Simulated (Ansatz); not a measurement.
The structure below was relaxed with plane-wave PAW DFT at the PBE level (Ansatz, an electronic-structure program, 420 eV), no spin-orbit coupling, at pressure 10 GPa.

Space group Fm-3m (No. 225); a = 10.572 Å, b = 10.572 Å, c = 10.572 Å, α = 90.00°, β = 90.00°, γ = 90.00°

```tsv
atom	site	symmetry	x	y	z
Bi	4a	m-3m	0.0000	0.0000	0.0000
Ag	4b	m-3m	0.5000	0.5000	0.5000
Cs	8c	-43m	0.2500	0.2500	0.2500
Br	24e	4m.m	0.0000	0.0000	0.2563
```

Write out a cell with all atoms.


```
Cs2AgBiBr6
1.0
   10.57197     0.00000     0.00000
    0.00000    10.57197     0.00000
    0.00000     0.00000    10.57197
Bi Ag Cs Br
4 4 8 24
Cartesian
  0.00000   0.00000   0.00000
  0.00000   5.28598   5.28598
  5.28598   0.00000   5.28598
  5.28598   5.28598   0.00000
  5.28598   0.00000   0.00000
  5.28598   5.28598   5.28598
  0.00000   0.00000   5.28598
  0.00000   5.28598   0.00000
  2.64299   7.92898   7.92898
  2.64299   2.64299   7.92898
  2.64299   2.64299   2.64299
  2.64299   7.92898   2.64299
  7.92898   7.92898   2.64299
  7.92898   2.64299   2.64299
  7.92898   2.64299   7.92898
  7.92898   7.92898   7.92898
  5.28598   7.99539   0.00000
  7.86256   0.00000   0.00000
  5.28598   2.57658   0.00000
  2.70940   0.00000   0.00000
  5.28598   0.00000   7.99539
  0.00000   0.00000   7.86256
  5.28598   2.70940   5.28598
  7.86256   5.28598   5.28598
  5.28598   7.86256   5.28598
  2.70940   5.28598   5.28598
  5.28598   5.28598   2.70940
  0.00000   5.28598   2.57658
  0.00000   7.99539   5.28598
  2.57658   0.00000   5.28598
  0.00000   2.57658   5.28598
  7.99539   0.00000   5.28598
  0.00000   0.00000   2.70940
  5.28598   0.00000   2.57658
  0.00000   2.70940   0.00000
  2.57658   5.28598   0.00000
  0.00000   7.86256   0.00000
  7.99539   5.28598   0.00000
  0.00000   5.28598   7.99539
  5.28598   5.28598   7.86256
```
This is the conventional cell.

Load acts through the strain it causes; cell and atoms are relaxed under it. Whether these cells are dynamically stable was not tested. Competing high-pressure phases were not computed. The cell was made from Cs₂AgBiBr₆ (space group Fm-3m, No. 225) by this change: pressure 10 GPa.
